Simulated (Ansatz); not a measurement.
The parent structure is Pb in the fcc (Cu type) structure (space group Fm-3m, No. 225).

```cif
data_Pb4
_chemical_formula_sum 'Pb4'
_space_group_name_H-M_alt 'Fm-3m'
_space_group_IT_number 225
_space_group_name_Hall '-F 4 2 3'
_cell_length_a 4.93114
_cell_length_b 4.93114
_cell_length_c 4.93114
_cell_angle_alpha 90.000
_cell_angle_beta 90.000
_cell_angle_gamma 90.000
loop_
_atom_site_label
_atom_site_type_symbol
_atom_site_symmetry_multiplicity
_atom_site_Wyckoff_symbol
_atom_site_fract_x
_atom_site_fract_y
_atom_site_fract_z
_atom_site_occupancy
Pb1 Pb 4 a 0.00000 0.00000 0.00000 1
```
(The calculation used a cell of 1 atom; values per cell refer to that cell.)

Method: Ansatz (an electronic-structure program), PBEsol, PAW, cutoff 420 eV, spin-orbit coupling left out.

Before the change:

| Item | Result |
|---|---|
| Lattice parameter a | 9.318 bohr |

Perturbation: cell and atoms relaxed at a pressure of 22.5 GPa.

What does the calculation give for the lattice parameter a after the change?

The lattice parameter a shrinks by 0.752 bohr, from 9.318 bohr to 8.566 bohr.

Load acts through the strain it causes; cell and atoms are relaxed under it. Stability against distortions was not tested. Measured, Pb leaves this structure (for hcp) near 14 GPa (room temperature; as listed in arXiv:1906.07825).
